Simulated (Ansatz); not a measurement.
Take WSi₂ (space group I4/mmm, No. 139; a = 3.185 Å, c = 7.773 Å; relaxed with 0.1 eV smearing) as the base. Axes: x, y, z lie along a, b, c of the conventional cell.

All numbers come from LDA (Ansatz, a program for electronic structure; PAW; 420 eV plane waves; no SOC).

One thing is altered: uniaxial strain ε_xx = −1.00 %, all other strain components held at zero, atoms relaxed at fixed cell.

Task: Predict the stress tensor and what it implies for the stiffness.

Result: Stress of the strained cell less that of the base (GPa, compression positive):
```
    4.6     0.0     0.0
    0.0     1.4     0.0
    0.0     0.0     1.1
```

Then −Δσ_ii/ε with ε = -0.0100 gives relaxed-ion elastic constants: C11 ≈ 463 GPa, C12 ≈ 136 GPa and C13 ≈ 108 GPa.

Stability against distortions was not tested. All final runs are without spin polarisation.
